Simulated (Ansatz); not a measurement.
Start from Pd in the fcc (Cu type) structure (space group Fm-3m, No. 225; relaxed with 0.1 eV smearing).

```cif
data_Pd4
_chemical_formula_sum 'Pd4'
_space_group_name_H-M_alt 'Fm-3m'
_space_group_IT_number 225
_space_group_name_Hall '-F 4 2 3'
_cell_length_a 3.84140
_cell_length_b 3.84140
_cell_length_c 3.84140
_cell_angle_alpha 90.000
_cell_angle_beta 90.000
_cell_angle_gamma 90.000
loop_
_atom_site_label
_atom_site_type_symbol
_atom_site_symmetry_multiplicity
_atom_site_Wyckoff_symbol
_atom_site_fract_x
_atom_site_fract_y
_atom_site_fract_z
_atom_site_occupancy
Pd1 Pd 4 a 0.00000 0.00000 0.00000 1
```
(The calculation used a cell of 1 atom; values per cell refer to that cell.)

Method: Kohn–Sham DFT with the LDA functional, run in Ansatz (an electronic-structure program) with PAW and 420 eV plane waves, no spin-orbit coupling.

Strains are applied to the cell and any free atomic positions relax.

One change was made to it. Results:

```tsv
quantity	base	after
pressure	0.0 GPa	26.3 GPa
energy relative to the base (free energy F)	0 meV/atom	+92 meV/atom
```

What was done to the base?
A) isotropic strain −3.00 %
B) isotropic strain +2.50 %
C) isotropic strain −2.50 %
D) isotropic strain −1.00 %

A, isotropic strain −3.00 %. For comparison, the energy relative to the base in the other runs: isotropic strain −2.50 % gives +63 meV/atom; isotropic strain +2.50 % gives +50 meV/atom; isotropic strain −1.00 % gives +9.4 meV/atom.

Whether these cells are dynamically stable was not tested. All final runs are without spin polarisation. Pd lies near a magnetic instability that expansion can trigger; it was not tested.
